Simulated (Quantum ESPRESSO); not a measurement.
Troubleshooting Quantum ESPRESSO: a failed run on WF6 (Pnma, 28 atoms in the cell). The aim is a self-consistent single point with DFT, PBEsol, plane waves, GBRV 1.5 ultrasoft (PBESOL) pseudopotentials.

Cell that was meant: a = 9.5332 Å, b = 8.6701 Å, c = 5.0388 Å, α = 90.00°, β = 90.00°, γ = 90.00°.

Part of the input:

```fortran
/
&ELECTRONS
  conv_thr = 1.0d-10
  electron_maxstep = 2
  mixing_beta = 0.4
/
ATOMIC_SPECIES
```

The program printed (abridged):

```
     Self-consistent Calculation

     iteration #  1     ecut=    40.00 Ry     beta= 0.40

     negative rho (up, down):  2.412E-01 0.000E+00

     total energy              =   -1799.99751559 Ry
     estimated scf accuracy    <       6.61795104 Ry

     iteration #  2     ecut=    40.00 Ry     beta= 0.40

     negative rho (up, down):  2.452E-01 0.000E+00

     total energy              =   -1801.68351565 Ry
     estimated scf accuracy    <       2.31618745 Ry
     End of self-consistent calculation

     convergence NOT achieved after   2 iterations: stopping

   JOB DONE.
```

Diagnose the run.

The fault is an iteration limit that is too low. The loop is cut before its threshold is met, so whatever is printed at the end is not self-consistent. To fix it, raise the limit, or leave it to the default. The run ended unconverged after 2 iterations.

An input that runs soundly differs in these lines (not the only fix; some lines may just follow from the change or write a value another way):
```diff
-  electron_maxstep = 2
```

With that input, the run converged in 13 iterations: free energy E − TS -24519.3279 eV; top of the valence band (on the code's own zero) -0.62 eV; gap on the k-point mesh 4.91 eV; pressure -0.66 GPa; largest force (vector length) 1.518 eV/Å (DFT, PBEsol, plane waves, GBRV 1.5 ultrasoft (PBESOL) pseudopotentials).

On the sound input: the starting cell comes from a database of published, mostly measured structures (it also holds non-ambient and calculated ones), without a prior relaxation at this level. Its lattice was rescaled by a random factor within 2.5 % of one. Spin-orbit coupling is off. Forces in this geometry exceed 1 eV/Å.
